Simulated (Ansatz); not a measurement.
# Ca3Pb in the Cu3Au type structure (space group Pm-3m, No. 221; a cell from a computed database, its experimental status unchecked)

```cif
data_Ca3Pb
_chemical_formula_sum 'Ca3 Pb1'
_space_group_name_H-M_alt 'P 1'
_space_group_IT_number 1
_cell_length_a 4.99241
_cell_length_b 4.99241
_cell_length_c 4.99241
_cell_angle_alpha 90.000
_cell_angle_beta 90.000
_cell_angle_gamma 90.000
loop_
_space_group_symop_operation_xyz
  'x, y, z'
loop_
_atom_site_label
_atom_site_type_symbol
_atom_site_fract_x
_atom_site_fract_y
_atom_site_fract_z
_atom_site_occupancy
Ca1 Ca 0.00000 0.50000 0.50000 1
Ca2 Ca 0.50000 0.00000 0.50000 1
Ca3 Ca 0.50000 0.50000 0.00000 1
Pb1 Pb 0.00000 0.00000 0.00000 1
```

The values are results of PBEsol/PAW in Ansatz (an electronic-structure program), no SOC, not measurements. Γ-centred 9×9×9 mesh, Fermi–Dirac width 0.05 eV.

```yaml
volume_per_atom: 31.11 Å³
density: 4.37 g/cm³
band_gap: zero
total_energy: -4284.453 eV/atom (σ→0; compares only within this code and set-up)
```

With Pb present, leaving out spin-orbit coupling can change the band edges. Whether these cells are dynamically stable was not tested.
